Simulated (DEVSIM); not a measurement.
System: Schottky contact on n-type Si, at 400 K.

Layer 1 from the left is Si, thickness (μm) 1.60, Nd (cm⁻³) 2.5e16, τn (s) 0.00069, τp (s) 0.00069.

Left contact: Schottky, work function 4.84 eV, emission velocity 9.8e6 cm/s. Right contact: ohmic. Voltage is applied to the left contact. Recombination: SRH at mid-gap, radiative, Auger. Mobility is μmin + (μ − μmin)/(1 + (N/Nref)^α).

The device is made up for the run: typed textbook-type constants, with dimensions and the other settings drawn at random. Values at 300 K; Nc and Nv go as T^1.5, mobilities as T to minus their exponent, the gap by Varshni's rule with the affinity fixed.

Si: gap (eV) 1.124, affinity (eV) 4.05, permittivity 11.7, Nc (cm⁻³) 2.86e19, Nv (cm⁻³) 3.1e19, μn (cm²/Vs) 1417, μp (cm²/Vs) 470, μn,min 52, μp,min 45, Nref,n 9.7e16, Nref,p 2.2e17, αn 0.68, αp 0.72, T exponent of μn 2.3, T exponent of μp 2.2, B (cm³/s) 4.7e-15, Cn (cm⁶/s) 2.8e-31, Cp (cm⁶/s) 9.9e-32, Varshni α (eV/K) 0.000473, Varshni β (K) 636.

DEVSIM, 1D drift-diffusion, Boltzmann statistics, complete ionisation; no tunnelling, impact ionisation, image-force lowering or self-heating. Metal contacts follow the ideal Schottky-Mott rule: no Fermi-level pinning, no interface dipoles.

Dark forward current:

| |V| (V) | |J| (A/cm²) |
|---|---|
| 0.05 | 0.01904 |
| 0.10 | 0.09865 |
| 0.15 | 0.4307 |
| 0.20 | 1.805 |
| 0.25 | 7.389 |
| 0.30 | 28.89 |
| 0.35 | 100.4 |
| 0.40 | 277.4 |
| 0.45 | 585.8 |
| 0.50 | 1003 |
| 0.55 | 1499 |
| 0.60 | 2053 |

Task: Work out the local ideality factor n = ΔV / (kT/q · ln(J2/J1)) between the rows 0.15 and 0.20 V, 0.55 and 0.60 V.

Result: kT/q = 34.47 mV. From 0.15 to 0.20 V: ln(1.805/0.4307) = 1.433, n = 1.01, near the 1 of diffusion or emission over a barrier. From 0.55 to 0.60 V: ln(2053/1499) = 0.315, n = 4.61; the layers' resistance at their doping, Σ W/(qμN) = 7.5e-5 Ω cm², would take 42 mV of this step of 50 mV.

Task: Estimate the current at 0.20 V for emission alone, J0 = q v N_band exp(−φB/kT), and read the barrier back from the simulated current.

Result: φB = 0.790 eV, N_band = 4.40e19 cm⁻³, J0 = 0.00770 A/cm²; J = J0 (exp(qV/kT) − 1) = 2.54 A/cm². The simulation gives 1.80 A/cm²; the estimate lies 41 % above. Read backwards, the simulated current gives an apparent barrier of 0.802 eV. The estimate leaves out transport through the depletion region and minority injection.
